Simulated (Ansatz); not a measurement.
Data:

```yaml
crystal:
  lattice:
    - [1.58770, 0.91666, 6.19534]
    - [-1.58770, 0.91666, 6.19534]
    - [0.00000, -1.83332, 6.19534]
  atoms:
    - { symbol: Mo, position: [0.00002, 0.00002, 0.00002] }
    - { symbol: S, position: [0.75115, 0.75115, 0.75115] }
    - { symbol: S, position: [0.58213, 0.58213, 0.58213] }
```

No spin polarisation.

0.379 electrons added to each cell, a density of 7.0×10^21 cm⁻³, with a uniform compensating background at fixed cell and a 300 K Fermi–Dirac width.

Level of theory: r2SCAN+rVV10/PAW in Ansatz (a first-principles code), no spin-orbit coupling, earlier PAW set. k-mesh 21×21×21 (Γ-centred); smearing 0.0259 eV (Fermi–Dirac).

Problem. Predict the Fermi level from band edge, gap between the host's bands and gap character.

Solution. 
- Fermi level relative to the doped band's edge (positive inside the band; to 0.05 eV) = +0.40 eV
- Gap between the host's bands = 0.98 eV
- Gap character = indirect, T → Γ–S₀ (50 % along)

Carriers are added with a uniform compensating background; total energy and stress of such cells depend on the potential's zero and are not compared; many-body gap narrowing is missing at this level. Whether these cells are dynamically stable was not tested. The cell was made from MoS₂ in the 3R-MoS2 type structure (space group R3m, No. 160; layered, stacked along the Cartesian z axis) by this change: electrons 7.0×10^21 cm⁻³.
